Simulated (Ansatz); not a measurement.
## Ir, pressure series

Start from Ir in the fcc (Cu type) structure (space group Fm-3m, No. 225; a = 3.8705 Å).

Cell and atoms are relaxed at each pressure.

Levels (all Ansatz, a program for electronic structure, PAW, earlier PAW set): PBE (420 eV, spin-orbit coupling left out); r2SCAN (500 eV, no spin-orbit coupling).

The base cell above is that of PBE; each level relaxes its own structures.

```tsv
case	volume per atom, PBE	volume per atom, r2SCAN
pressure −2 GPa	14.58 Å³	14.29 Å³
pressure −1 GPa	14.54 Å³	14.25 Å³
pressure 0.9 GPa	14.46 Å³	14.18 Å³
pressure 2.1 GPa	14.41 Å³	14.13 Å³
pressure 4.5 GPa	14.32 Å³	14.05 Å³
pressure 9 GPa	14.15 Å³	13.90 Å³
pressure 15 GPa	13.94 Å³	13.71 Å³
pressure 22.5 GPa	13.71 Å³	13.49 Å³
pressure 30 GPa	13.49 Å³	13.29 Å³
```

PBE lies above r2SCAN in every row, by 0.20 Å³ to 0.29 Å³. They put the cases in the same order.

Load acts through the strain it causes; cell and atoms are relaxed under it. Whether these cells are dynamically stable was not tested. Competing high-pressure phases were not computed. All final runs are without spin polarisation.
